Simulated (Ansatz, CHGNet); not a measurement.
# How well does each level of theory give the formation enthalpy of L1₀ (CuAu-type) FePt?

Reference value: -0.238 ± 0.02 eV/atom (measured, 298 K, copied from a table, unchecked, not corrected to a static lattice; as tabulated in Wang et al. (2021), doi:10.1038/s41598-021-94550-5).

### Question
What do CHGNet-r²SCAN, LDA, PBE, revPBE, PBE-D3(BJ), PBEsol-D3(BJ), rVV10, r²SCAN, PBE0 give, and how far is each from the reference?

### Answer

| level (code) | value (eV/atom) | difference (eV/atom) |
|---|---|---|
| CHGNet-r²SCAN | -0.322 | -0.084 |
| LDA (Ansatz) | -0.157 | +0.081 |
| PBE (Ansatz) | -0.229 | +0.009 |
| revPBE (Ansatz) | -0.254 | -0.016 |
| PBE-D3(BJ) (Ansatz) | -0.202 | +0.036 |
| PBEsol-D3(BJ) (Ansatz) | -0.176 | +0.062 |
| rVV10 (Ansatz) | -0.178 | +0.060 |
| r²SCAN (Ansatz) | -0.340 | -0.102 |
| PBE0 (Ansatz) | -0.549 | -0.311 |

Once the reference is moved by up to 0.100 eV/atom (a margin picked here for doubts on the reference and the settings, and for temperature and zero-point motion) and values within 0.010 eV/atom count as equal, the nearest can be PBE (+0.009 eV/atom), revPBE (-0.016 eV/atom), PBE-D3(BJ) (+0.036 eV/atom), rVV10 (+0.060 eV/atom), PBEsol-D3(BJ) (+0.062 eV/atom), LDA (+0.081 eV/atom), CHGNet-r²SCAN (-0.084 eV/atom) or r²SCAN (-0.102 eV/atom). Among them PBE0 (-0.311 eV/atom) misses by most. Within the reference's own bar: PBE, revPBE.

The reference isn't brought to a static lattice, while the calculations are for one, so the differences are not the levels' errors alone. Spin-polarised runs: LDA (parallel moments), PBE (parallel moments), revPBE (parallel moments), PBE-D3(BJ) (parallel moments), PBEsol-D3(BJ) (parallel moments), rVV10 (parallel moments), r²SCAN (parallel moments), PBE0 (parallel moments). Density-functional levels without +SOC have no spin–orbit coupling, which shifts binding energies of heavy elements. Each level is taken at its own relaxed cell. Cutoffs and k meshes differ between the levels. Ansatz's density-functional and Hartree–Fock values are scalar-relativistic unless marked +SOC, with PAW data made under PBE.

Machine-learned potentials (CHGNet-r²SCAN) are trained on DFT data: a solid inside that data is no test of them.

Differences are worked out from the printed values.

Ansatz is a program for electronic structure.
